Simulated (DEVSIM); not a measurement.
Structure: abrupt GaAs p-n junction, at 250 K.

```csv
layer (left to right),material,thickness (μm),Nd (cm⁻³),Na (cm⁻³),τn (s),τp (s)
1,GaAs,2.80,-,8.6e15,2.7e-8,2.7e-8
2,GaAs,0.300,1.6e15,-,2.7e-8,2.7e-8
```

Left contact: ohmic. Right contact: ohmic. Voltage is applied to the left contact. Recombination: SRH at mid-gap, radiative. Mobility is μmin + (μ − μmin)/(1 + (N/Nref)^α).

The device is made up for the run: typed textbook-type constants, with dimensions and the other settings drawn at random. Values at 300 K; Nc and Nv go as T^1.5, mobilities as T to minus their exponent, the gap by Varshni's rule with the affinity fixed. The table also holds parameters that only a changed run uses.

```
parameter             GaAs
----------------  --------
gap (eV)             1.424
affinity (eV)         4.07
permittivity          12.9
Nc (cm⁻³)           4.7e17
Nv (cm⁻³)             9e18
μn (cm²/Vs)           8500
μp (cm²/Vs)            400
μn,min                 500
μp,min                  20
Nref,n                6e16
Nref,p              1.5e17
αn                    0.39
αp                    0.38
T exponent of μn       2.1
T exponent of μp       2.2
B (cm³/s)            2e-10
Cn (cm⁶/s)           1e-30
Cp (cm⁶/s)           1e-30
Varshni α (eV/K)  0.000541
Varshni β (K)          204
```

DEVSIM, 1D drift-diffusion, Boltzmann statistics, complete ionisation; no tunnelling, impact ionisation, image-force lowering or self-heating.

Base results: largest field in the device at zero bias (V/cm) 30000; dark forward voltage at 1 A/cm² (V) 1.022; dark forward voltage at 100 A/cm² (V) 1.169.

**Question.** What follows from this one change: thickness of layer 2 0.3 → 0.06 μm?

**Answer.** largest field in the device at zero bias 30000 → 46000 V/cm; dark forward voltage at 1 A/cm² 1.022 → 0.988 V; dark forward voltage at 100 A/cm² 1.169 → 1.143 V.

**Question.** What follows from this one change: constant mobility in place of the doping-dependent one?

**Answer.** largest field in the device at zero bias little changed (30000 V/cm); dark forward voltage at 1 A/cm² 1.022 → 1.018 V; dark forward voltage at 100 A/cm² 1.169 → 1.156 V.
